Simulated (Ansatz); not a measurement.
# Si: isotropic strain +0.94 %

Start from Si in the diamond structure (space group Fd-3m, No. 227; a = 5.434 Å).

One thing is altered: every lattice vector is stretched by 0.94 %; the atoms relax in the strained cell.

Computed with DFT with PBEsol, PAW potentials and a 420 eV plane-wave cutoff in Ansatz (a quantum-chemistry and plane-wave program), no SOC. Γ-centred 11×11×11 mesh, Fermi–Dirac width 0.05 eV.

Space group: Fd-3m (No. 227) (base Fd-3m (No. 227))
Shortest interatomic distance: 2.375 Å (base 2.353 Å)
Energy relative to the base (free energy F): +4.5 meV/atom
Pressure: -2.48 GPa (base 0.00 GPa)
Band gap: 0.52 eV (base 0.47 eV)
Gap character: indirect, Γ → Γ–X (87 % along) (base indirect, Γ → Γ–X (87 % along))
Smallest direct gap: 2.51 eV (base 2.52 eV)
Mean gap deformation potential ΔEg/Δln V: +1.8 eV
Electron mass: 0.93 mₑ along k, 0.19 mₑ across (off the special points) (base 0.93 mₑ along k, 0.19 mₑ across (off the special points))
Hole mass (degenerate bands, along [100]): 0.15, 0.25, 0.25 mₑ (at Γ) (base 0.17, 0.26, 0.26 mₑ (at Γ))
Valley order (the lowest conduction-band minima on the path, energy above the VBM, named in the base's zone): a point along ⟨100⟩, about 1.0 Å⁻¹ from Γ 0.52 eV; L along ⟨111⟩ 1.36 eV (base a point along ⟨100⟩, about 1.0 Å⁻¹ from Γ 0.47 eV; L along ⟨111⟩ 1.46 eV)

Final structure:

```
CELL_PARAMETERS angstrom
      0.00000     2.74236     2.74236
      2.74236     0.00000     2.74236
      2.74236     2.74236     0.00000
ATOMIC_POSITIONS crystal
  Si 0.00000 0.00000 0.00000
  Si 0.25000 0.25000 0.25000
```

Cost of the whole job for the changed cell (relaxation, final SCF and bands): very roughly 6 core-seconds.

Effective masses come from finite differences of ±0.01 Å⁻¹. Along k means along the line from Γ to the band edge. No phonon test of stability was made.
